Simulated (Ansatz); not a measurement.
This Ansatz (a program for electronic structure) input is the reference run, YN in the rock salt structure (space group Fm-3m, No. 225), computed with Ansatz r2SCAN, scalar-relativistic without spin-orbit coupling:

Ansatz 0.2 input:
```yaml
crystal:
  lattice:
    - [0, 2.4478343422, 2.4478343422]
    - [2.4478343422, 0, 2.4478343422]
    - [2.4478343422, 2.4478343422, 0]
  atoms:
    - { symbol: N, position: [0, 0, 0] }
    - { symbol: Y, position: [0.5, 0.5, 0.5] }
basis: { ecutwfc: 500, ecutrho_ratio: 4, xc_grid: 4, fft_grid_basis: typed }
kpoints: { mp_grid: { grid: [12, 12, 12] } }
hamiltonian:
  xc: r2scan
  dispersion: none
  pseudopotentials: { kind: paw }
scf: { occupations: { method: fermi_dirac, width: 0.05 }, convergence: { dr2_threshold: 0.0000000002 } }
output: { forces: true, stress: true }
checkpoint: { write: state.ck, write_every: 1000 }
```

Problem. Write the input for this change: uniaxial stress, 5 GPa compression along x, with the cell and atoms free to relax against it.

Solution. 
Ansatz 0.2 input:
```yaml
crystal:
  lattice:
    - [0, 2.4478343422, 2.4478343422]
    - [2.4478343422, 0, 2.4478343422]
    - [2.4478343422, 2.4478343422, 0]
  atoms:
    - { symbol: N, position: [0, 0, 0] }
    - { symbol: Y, position: [0.5, 0.5, 0.5] }
basis: { ecutwfc: 500, ecutrho_ratio: 4, xc_grid: 4, fft_grid_basis: typed }
kpoints: { mp_grid: { grid: [12, 12, 12] } }
hamiltonian:
  xc: r2scan
  dispersion: none
  pseudopotentials: { kind: paw }
scf: { occupations: { method: fermi_dirac, width: 0.05 } }
relax: { f_tol: 0.005, max_steps: 50, cell: { stress_tol: 0.01, sigma_target: [5, 0, 0, 0, 0, 0] } }
output: { forces: true, stress: true }
checkpoint: { write: state.ck, write_every: 1000 }
```
This is the input that was run.

Load acts through the strain it causes; cell and atoms are relaxed under it. sigma_target is in GPa, compression positive, in the order xx, yy, zz, yz, xz, xy. Beyond what the load breaks, stability against distortions was not tested.
